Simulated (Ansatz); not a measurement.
## How far PBE and r2SCAN part for hypothetical cubic perovskite MnTlBr3, strain tensor (xx, yy, zz, yz, xz, xy) = (+0.13, +0.37, +0.49, −0.19, −0.86, +1.05) %

Consider MnTlBr3 in the cubic perovskite structure (space group Pm-3m, No. 221; a = 5.352 Å; ferromagnetic; a hypothetical phase, not in the database extracts checked). Axes: x, y, z lie along the cube axes.

(Cell as relaxed with PBE.)

Levels (all Ansatz, a quantum-chemistry and plane-wave program, PAW): PBE (420 eV, without spin-orbit coupling); r2SCAN (500 eV, no spin-orbit coupling).

Each level relaxes its own structure.

| base | PBE | r2SCAN |
|---|---|---|
| volume per atom | 30.65 Å³ | 29.93 Å³ |
| lattice parameter a | 5.352 Å | 5.309 Å |
| band gap | 0.90 eV | 1.62 eV |
| largest site moment | 4.43 μB | 4.51 μB |

One thing is altered: the symmetric strain tensor [0.0013 0.0104 -0.0086; 0.0104 0.0037 -0.0019; -0.0086 -0.0019 0.0049]; the atoms relax in the strained cell.

```json
[
 {"quantity": "shortest interatomic distance", "PBE": "2.679 Å", "r2SCAN": "[?]"},
 {"quantity": "band gap", "PBE": "0.89 eV", "r2SCAN": "[?]"},
 {"quantity": "largest site moment", "PBE": "4.44 μB", "r2SCAN": "[?]"}
]
```

**Question.** Given the PBE results, estimate those of r2SCAN.

**Answer.** 
- shortest interatomic distance, r2SCAN: 2.658 Å
- band gap, r2SCAN: 1.60 eV
- largest site moment, r2SCAN: 4.52 μB

PBE's shortest interatomic distance lies 0.021 Å above r2SCAN's (0.8 %); PBE's band gap lies 0.71 eV below r2SCAN's; PBE's largest site moment lies 0.08 μB below r2SCAN's. Neither level is exact; r2SCAN is the comparison here, not a measurement.

With Tl present, leaving out spin-orbit coupling can change the band edges. Stability against distortions was not tested. No Hubbard U is applied and the magnetic state is the run's own (MnTlBr3 ferromagnetic); other magnetic orders, which need larger cells, were not tried and can change the gap. Many cubic perovskites are stable only at high temperature; tilts and polar distortions were not tested.
